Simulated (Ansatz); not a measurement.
Input for (Cu,Zn) alloy cell Cu3Zn (face-centred cubic start):

Ansatz 0.2 input:
```yaml
crystal:
  lattice:
    - [0.000047367, -0.000540901, 7.331517279]
    - [7.331466555, 0.000533408, 0.000047368]
    - [0.000533407, 7.331680791, -0.000540901]
  atoms:
    - { symbol: Zn, position: [-0.005586449, 0.494169762, -0.000362206] }
    - { symbol: Zn, position: [-0.000221892, 0.747059738, 0.253473807] }
    - { symbol: Zn, position: [0.256302474, 0.756053092, -0.000323096] }
    - { symbol: Zn, position: [-0.003080757, 0.005903924, -0.002985818] }
    - { symbol: Cu, position: [-0.000077615, 0.251216326, 0.251849498] }
    - { symbol: Cu, position: [-0.000639369, 0.497227183, 0.499937229] }
    - { symbol: Cu, position: [-0.001050679, 0.749722624, 0.749179781] }
    - { symbol: Cu, position: [0.251901757, 0.247574376, 0.001247066] }
    - { symbol: Cu, position: [0.251380339, 0.497517324, 0.253220902] }
    - { symbol: Cu, position: [0.252741849, 0.750577213, 0.499892216] }
    - { symbol: Zn, position: [0.505749697, 0.496597933, 0.002863325] }
    - { symbol: Cu, position: [0.500192557, 0.751517572, 0.251462133] }
    - { symbol: Cu, position: [0.747769843, 0.751835674, -0.001083475] }
    - { symbol: Zn, position: [0.002594077, 0.006124394, 0.503161919] }
    - { symbol: Cu, position: [-0.001607974, 0.250322077, 0.748340098] }
    - { symbol: Cu, position: [0.25397813, 0.002783765, 0.251148977] }
    - { symbol: Cu, position: [0.252135084, 0.249725925, 0.49826685] }
    - { symbol: Zn, position: [0.250302667, 0.496733533, 0.740861813] }
    - { symbol: Cu, position: [0.501708413, 0.002047186, -0.000028128] }
    - { symbol: Cu, position: [0.500076942, 0.248317491, 0.251841935] }
    - { symbol: Cu, position: [0.500194355, 0.497877103, 0.49839776] }
    - { symbol: Cu, position: [0.50112977, 0.752559904, 0.749055348] }
    - { symbol: Cu, position: [0.747868278, 0.247978488, 0.00014947] }
    - { symbol: Cu, position: [0.748628092, 0.497010546, 0.251914842] }
    - { symbol: Zn, position: [0.743728532, 0.747392305, 0.503351997] }
    - { symbol: Cu, position: [0.253215356, 0.001679759, 0.748619427] }
    - { symbol: Cu, position: [0.498906487, 0.001936587, 0.499990168] }
    - { symbol: Cu, position: [0.501428437, 0.247053708, 0.748343951] }
    - { symbol: Cu, position: [0.745837912, 0.002594145, 0.249053506] }
    - { symbol: Cu, position: [0.748069255, 0.251089277, 0.500035953] }
    - { symbol: Cu, position: [0.749763514, 0.498272251, 0.748194304] }
    - { symbol: Cu, position: [0.746660917, 0.001528812, 0.750928446] }
basis:
  ecutwfc: 420
  ecutrho_ratio: 4
  xc_grid: 2
kpoints:
  mp_grid: { grid: [5, 5, 5] }
hamiltonian:
  xc: pbe
  dispersion: none
  pseudopotentials: { kind: paw }
scf:
  n_extra_bands: 66
  occupations: { method: fermi_dirac, width: 0.05 }
output:
  forces: true
  stress: true
relax:
  f_tol: 0.03
  max_steps: 90
  cell: { stress_tol: 0.15 }
```

The numbers are results of PBE (plane waves to 420 eV, PAW; Ansatz, an electronic-structure program), not measurements. Spin–orbit coupling is left out. Its k-point mesh 5×5×5, Fermi–Dirac width 0.05 eV.

What does the end of the output print (band table and long remarks left out, numbers rounded to eight decimals)?


```
SCF converged after 7 iterations
Free energy (F): -185558.028213 eV
Harris-Foulkes:  -185558.028213 eV  (|F-HF|=1.75e-9)
Internal energy: -185557.952091 eV  (E = F + TS)
E sigma→0 (E₀):  -185557.990152 eV
Entropy (-TS):   -0.076123 eV (-2.379 meV/atom)
Fermi energy:    15.229353 eV
--- Per-component energies (eV) ---
  E_band       = -8542.340379
  E_kinetic    = 8246.265038
  E_local      = -115563.976658  (includes V_loc(G=0)·N_el)
  E_nonlocal   = 14250.600703
  E_hartree    = 50858.694743
  E_xc         = -3251.397506
  E_vxc        = -3195.182812  (∫ρ·V_xc dr)
  E_paw        = -54517.534996  (= ΣΔE_a)
  E_vpaw       = -13997.433945  (= ΣTr[D̂ρ^β])
  E_aug_tail   = 0.004860  (compensation charges beyond the density's cutoff)
  E_ewald      = -85580.608274
  E_smearing   = -0.076123  (= −TS)
  E_closure    = 0.000000  (closes the sum)
  Σ components = -185558.028213   (vs F -185558.028213, Δ=0.00e0)
--- Forces (eV/Å), atoms counted from 1 ---
  atom   1  Zn    -0.00551206    -0.00265069    -0.00101595
  atom   2  Zn     0.00068149     0.00079643     0.00018006
  atom   3  Zn    -0.00215171    -0.00207233     0.00011878
  atom   4  Zn     0.00566127    -0.00333986    -0.00620566
  atom   5  Cu    -0.00410417    -0.00010134    -0.00037427
  atom   6  Cu     0.00227118    -0.00363359    -0.00587987
  atom   7  Cu    -0.00264994     0.00594525     0.01038271
  atom   8  Cu     0.01493282    -0.00363790     0.00429592
  atom   9  Cu     0.00835910    -0.01376324    -0.00276272
  atom  10  Cu     0.00747286    -0.00279944    -0.00088102
  atom  11  Zn    -0.00300712     0.00503987     0.00358111
  atom  12  Cu     0.00300707    -0.00624880     0.00083674
  atom  13  Cu     0.00411414     0.00048498     0.01050985
  atom  14  Zn     0.00107554     0.00746604     0.00277377
  atom  15  Cu     0.00939711    -0.00076699     0.00171942
  atom  16  Cu    -0.00631485    -0.00435154    -0.01762597
  atom  17  Cu    -0.00600095    -0.00711795     0.00682385
  atom  18  Zn    -0.00423977    -0.00163912     0.00557441
  atom  19  Cu     0.00459200     0.00332019     0.00431400
  atom  20  Cu    -0.00307419    -0.00083474     0.00092968
  atom  21  Cu    -0.00391498    -0.00716369    -0.00112330
  atom  22  Cu    -0.01301398     0.01234967    -0.01494096
  atom  23  Cu    -0.00633663     0.00181609    -0.00940353
  atom  24  Cu     0.00556989     0.00887087     0.00347398
  atom  25  Zn     0.00414058     0.00821732    -0.00818933
  atom  26  Cu     0.00402876     0.00655155     0.00254252
  atom  27  Cu    -0.00193839    -0.00273139     0.00182496
  atom  28  Cu     0.01044724     0.00210988    -0.00299514
  atom  29  Cu    -0.01330490     0.01858419     0.01982244
  atom  30  Cu    -0.00564759    -0.00257517    -0.00133672
  atom  31  Cu    -0.00235917     0.00147768    -0.00677915
  atom  32  Cu    -0.00218344    -0.01760271    -0.00019135
  max |Σ_I F_I| component: 2.78e-6 eV/Å
--- Stress (GPa, compression-positive) ---
       -0.038472       0.015587       0.006958
        0.015587      -0.012909      -0.014331
        0.006958      -0.014331      -0.043025
  P = ⅓ Tr σ = -0.0315 GPa (-0.315 kbar)
--- Relaxed structure (3 steps of the walk, 3 accepted, 1 SCFs on fresh bases) ---
  F+E_penalty+E_count = -185558.02821348 eV   max|allowed force component| = 1.982e-2 eV/Å   (the final SCF, on the basis selected at the relaxed cell)
  cell:  # Å, volume = 400.2240 Å³
    - [0.00161663, -0.00726481, 7.36692033]
    - [7.36769841, 0.00737724, 0.00161663]
    - [0.00737695, 7.37371306, -0.00726441]
  atoms:
    - { symbol: Zn, position: [-0.00616081, 0.49324804, -0.00055901] }
    - { symbol: Zn, position: [-0.00023283, 0.74714457, 0.25393504] }
    - { symbol: Zn, position: [0.25669768, 0.75636190, -0.00041722] }
    - { symbol: Zn, position: [-0.00355927, 0.00707820, -0.00330930] }
    - { symbol: Cu, position: [-0.00016337, 0.25078347, 0.25190534] }
    - { symbol: Cu, position: [-0.00121979, 0.49708642, 0.49944005] }
    - { symbol: Cu, position: [-0.00036579, 0.74960090, 0.74958586] }
    - { symbol: Cu, position: [0.25240166, 0.24900285, 0.00073252] }
    - { symbol: Cu, position: [0.25135788, 0.49795416, 0.25189364] }
    - { symbol: Cu, position: [0.25285083, 0.75122855, 0.49945745] }
    - { symbol: Zn, position: [0.50634351, 0.49608112, 0.00338299] }
    - { symbol: Cu, position: [0.50040078, 0.75173466, 0.25129996] }
    - { symbol: Cu, position: [0.74849169, 0.75205291, -0.00068229] }
    - { symbol: Zn, position: [0.00297848, 0.00668281, 0.50388324] }
    - { symbol: Cu, position: [-0.00170641, 0.25109971, 0.74785536] }
    - { symbol: Cu, position: [0.25294470, 0.00273554, 0.25074084] }
    - { symbol: Cu, position: [0.25279487, 0.24937443, 0.49726076] }
    - { symbol: Zn, position: [0.25091660, 0.49619871, 0.73988923] }
    - { symbol: Cu, position: [0.50225927, 0.00271834, 0.00041540] }
    - { symbol: Cu, position: [0.50033943, 0.24785393, 0.25190051] }
    - { symbol: Cu, position: [0.49995730, 0.49724178, 0.49760087] }
    - { symbol: Cu, position: [0.50005990, 0.75166788, 0.74995726] }
    - { symbol: Cu, position: [0.74702047, 0.24736824, 0.00044701] }
    - { symbol: Cu, position: [0.74872033, 0.49688051, 0.25288630] }
    - { symbol: Zn, position: [0.74261039, 0.74724405, 0.50440500] }
    - { symbol: Cu, position: [0.25371994, 0.00264378, 0.74899526] }
    - { symbol: Cu, position: [0.49897729, 0.00187695, 0.49988082] }
    - { symbol: Cu, position: [0.50133146, 0.24783382, 0.74819867] }
    - { symbol: Cu, position: [0.74737797, 0.00164264, 0.25099641] }
    - { symbol: Cu, position: [0.74777170, 0.25037144, 0.49990990] }
    - { symbol: Cu, position: [0.74872409, 0.49756077, 0.74832076] }
    - { symbol: Cu, position: [0.74636010, 0.00164694, 0.74979137] }
```

Cost: around 100 core-minutes (rough).
